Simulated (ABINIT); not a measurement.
Band structure of TiAl3 (I4/mmm, 4 atoms in the cell).

```
CELL_PARAMETERS angstrom
     -1.94990     1.94990     4.36757
      1.94990    -1.94990     4.36757
      1.94990     1.94990    -4.36757
ATOMIC_POSITIONS crystal
  Ti 0.00000 0.00000 0.00000
  Al 0.50000 0.50000 0.00000
  Al 0.75000 0.25000 0.50000
  Al 0.25000 0.75000 0.50000
```

Method of the run: PBE, PAW (JTH v2.0 PBE PAW) (plane waves; ABINIT).

Settings: pseudos = [Ti.GGA_PBE-JTH.xml, Al.GGA_PBE-JTH.xml]; ecut = 30 Ha; pawecutdg = 60 Ha; pawxcdev = 0; occopt = 3; tsmear = 0.00367493 Ha; ngkpt = 8 8 8; nshiftk = 1; shiftk = 0 0 0; potentials = JTH v2.0 PBE PAW; kptopt = 1; nstep = 50; tolvrs1 = 1e-11.

The starting cell comes from a database of computed structures (which also holds hypothetical and non-ambient phases and stackings), without a prior relaxation at this level. Its lattice was rescaled by a random factor within 2.5 % of one. Spin polarisation is off.

Levels in eV from the Fermi level, bands 7 to 14:
```json
[
 {"point": "Γ", "7": "-2.57", "8": "-1.31", "9": "-1.19", "10": "-1.19", "11": "0.77", "12": "1.61", "13": "1.61", "14": "2.06"},
 {"point": "X", "7": "-4.32", "8": "-3.64", "9": "-2.67", "10": "-2.19", "11": "-0.95", "12": "1.62", "13": "1.80", "14": "2.59"},
 {"point": "Y", "7": "-4.87", "8": "-3.55", "9": "-2.17", "10": "-1.36", "11": "-0.82", "12": "1.57", "13": "1.75", "14": "2.07"},
 {"point": "S", "7": "-5.46", "8": "-1.06", "9": "-0.72", "10": "-0.60", "11": "0.53", "12": "1.47", "13": "1.96", "14": "2.77"},
 {"point": "Z", "7": "-1.94", "8": "-0.96", "9": "-0.96", "10": "-0.23", "11": "0.67", "12": "0.67", "13": "0.87", "14": "2.95"},
 {"point": "S1", "7": "-5.46", "8": "-1.06", "9": "-0.72", "10": "-0.60", "11": "0.53", "12": "1.47", "13": "1.96", "14": "2.77"},
 {"point": "N", "7": "-3.50", "8": "-2.98", "9": "-1.04", "10": "-0.24", "11": "0.46", "12": "1.66", "13": "1.98", "14": "2.54"},
 {"point": "P", "7": "-4.75", "8": "-4.12", "9": "-1.79", "10": "-1.79", "11": "-1.18", "12": "0.80", "13": "1.62", "14": "1.80"},
 {"point": "Y1", "7": "-4.87", "8": "-3.55", "9": "-2.17", "10": "-1.36", "11": "-0.82", "12": "1.57", "13": "1.75", "14": "2.07"}
]
```

Bands cross the Fermi level along this path, so the cell is metallic at this level.
